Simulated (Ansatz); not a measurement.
Take MoSe2 in the 2H-MoS2 type structure (space group P6_3/mmc, No. 194; layered, stacked along the Cartesian z axis) as the base.

```xyz
6
Lattice="3.2277 0.0000 0.0000 -1.6138 2.7952 0.0000 0.0000 0.0000 12.3457" Properties=species:S:1:pos:R:3 pbc="T T T"
Mo     0.0000     1.8635     3.0864
Mo     1.6138     0.9317     9.2593
Se     0.0000     1.8635     7.5888
Se     1.6138     0.9317     1.4160
Se     1.6138     0.9317     4.7569
Se     0.0000     1.8635    10.9298
```

Cartesian axes are those of the cell as printed.

Method: PBEsol-D3(BJ) (Ansatz, a quantum-chemistry and plane-wave program; PAW; 420 eV plane waves; without spin-orbit coupling), earlier PAW set.

Strains are applied to the cell and any free atomic positions relax.

One change was made to it. Results:

The band gap goes up by 0.18 eV (0.54 eV → 0.72 eV); the valence-band top at Γ (three highest levels, from the VBM) goes from 0.00, -0.52, -1.48 eV to 0.00, -0.68, -1.08 eV; the width of the top valence band falls by 0.08 eV to 1.45 eV.

Problem. Which of these changes matches the shifts?
(A) isotropic strain +3.28 %
(B) isotropic strain +1.34 %
(C) uniaxial strain ε_zz = +4.87 %

Solution. A, isotropic strain +3.28 %. For comparison, the band gap in the other runs: uniaxial strain ε_zz = +4.87 % gives 0.83 eV; isotropic strain +1.34 % gives 0.62 eV.

Stability against distortions was not tested.
